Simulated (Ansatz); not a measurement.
SnS2 (Fd-3m, No. 227, 12 atoms in the cell; start mp-1095397; a measured phase of this formula has another space group) was calculated with LDA (Ansatz, an electronic-structure program, plane waves, PAW).

Settings: plane-wave cutoff 520 eV, 6×6×6 k mesh, Fermi–Dirac smearing 0.01 eV, scalar-relativistic PAW data made under PBE.

Cell (relaxed with PBEsol):

```cif
data_S8Sn4
_chemical_formula_sum 'Sn4 S8'
_space_group_name_H-M_alt 'P 1'
_space_group_IT_number 1
_cell_length_a 7.32387
_cell_length_b 7.32387
_cell_length_c 7.32387
_cell_angle_alpha 60.000
_cell_angle_beta 60.000
_cell_angle_gamma 60.000
loop_
_space_group_symop_operation_xyz
  'x, y, z'
loop_
_atom_site_label
_atom_site_type_symbol
_atom_site_fract_x
_atom_site_fract_y
_atom_site_fract_z
_atom_site_occupancy
Sn1 Sn 0.12500 0.62500 0.62500 1
Sn2 Sn 0.62500 0.62500 0.12500 1
Sn3 Sn 0.62500 0.12500 0.62500 1
Sn4 Sn 0.62500 0.62500 0.62500 1
S1 S 0.87005 0.37665 0.37665 1
S2 S 0.87335 0.87335 0.37995 1
S3 S 0.37665 0.87005 0.37665 1
S4 S 0.87335 0.87335 0.87335 1
S5 S 0.37665 0.37665 0.37665 1
S6 S 0.87335 0.37995 0.87335 1
S7 S 0.37665 0.37665 0.87005 1
S8 S 0.37995 0.87335 0.87335 1
```

### Question
Give the computed band gap and smallest direct gap on the k points sampled.

### Answer

* **band gap**: 0.95 eV
* **smallest direct gap on the k points sampled**: 1.04 eV

Note: cell and atoms aren't relaxed at this level (pressure -1.8 GPa).

Spin–orbit coupling is not included.

Computed values are for the static lattice.

A start named mp-… is a Materials Project structure, which need not be a measured phase.
